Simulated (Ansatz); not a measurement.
Take CoSn (space group P6/mmm, No. 191; a = 5.2940 Å, c = 4.2354 Å; non-magnetic) as the base.

(Cell as relaxed with PBE.)

Levels (all Ansatz, a first-principles code, PAW): PBE (420 eV, without spin-orbit coupling); r2SCAN (500 eV, no spin-orbit coupling).

Each level relaxes its own structure.

```json
[
 {"base": "volume per atom", "PBE": "17.13 Å³", "r2SCAN": "16.61 Å³"},
 {"base": "lattice parameter a", "PBE": "5.294 Å", "r2SCAN": "5.242 Å"},
 {"base": "band gap", "PBE": "zero", "r2SCAN": "zero"}
]
```

The change: W takes the place of Sn on all its sites; the structure is relaxed again.

```csv
quantity,PBE,r2SCAN
c/a ratio,0.879,0.881
shortest interatomic distance,2.427 Å,2.407 Å
```

PBE's shortest interatomic distance lies 0.020 Å above r2SCAN's (0.9 %). Neither level is exact; r2SCAN is the comparison here, not a measurement.

Stability against distortions was not tested. As relaxed here, CoW is a hypothetical phase, not in the database extracts checked. Seeded moments were not kept for Sn → W and the base. All final runs are without spin polarisation.
